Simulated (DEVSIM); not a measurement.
Device: abrupt Ge p-n junction, at 300 K.

Layer 1 from the left is Ge, thickness (μm) 13.0, Na (cm⁻³) 4.4e15, τn (s) 0.00084, τp (s) 0.00084. Layer 2 from the left is Ge, thickness (μm) 2.50, Nd (cm⁻³) 3.6e15, τn (s) 0.00084, τp (s) 0.00084.

Left contact: ohmic. Right contact: ohmic. Voltage is applied to the left contact. Recombination: SRH at mid-gap. Mobility is μmin + (μ − μmin)/(1 + (N/Nref)^α).

This is a model device: material constants are rounded textbook-type values typed into the input, and sizes, dopings and lifetimes were drawn at random. Values at 300 K.

Ge: gap (eV) 0.664, affinity (eV) 4, permittivity 16, Nc (cm⁻³) 1.04e19, Nv (cm⁻³) 6e18, μn (cm²/Vs) 3900, μp (cm²/Vs) 1900, μn,min 150, μp,min 100, Nref,n 2.6e17, Nref,p 4e17, αn 0.56, αp 0.6.

Question: Estimate by hand the built-in potential, the peak field at zero bias, the capacitance at -3 V, and compare with a numerical solution.

Answer: 
- Built-in potential: ni = √(Nc Nv) exp(−Eg/2kT) = 2.09e13 cm⁻³ with Eg = 0.664 eV; Vbi = kT/q ln(Na Nd/ni²) = 0.271 V; numerical 0.271 V.
- Peak field at zero bias: depletion approximation: W = √(2εVbi/(qN)) = 0.492 μm with N = 1.98e15 cm⁻³; field = 2Vbi/W = 11000 V/cm; numerical 9930 V/cm (estimate above by 11 %).
- Capacitance at -3 V: C = √(qεN / 2(Vbi + |V|)) = 8.29 nF/cm²; numerical 8.35 nF/cm² (estimate below by 0.80 %).

Simulated with DEVSIM: 1D drift-diffusion, Boltzmann statistics, complete ionisation; no tunnelling, impact ionisation, image-force lowering or self-heating.
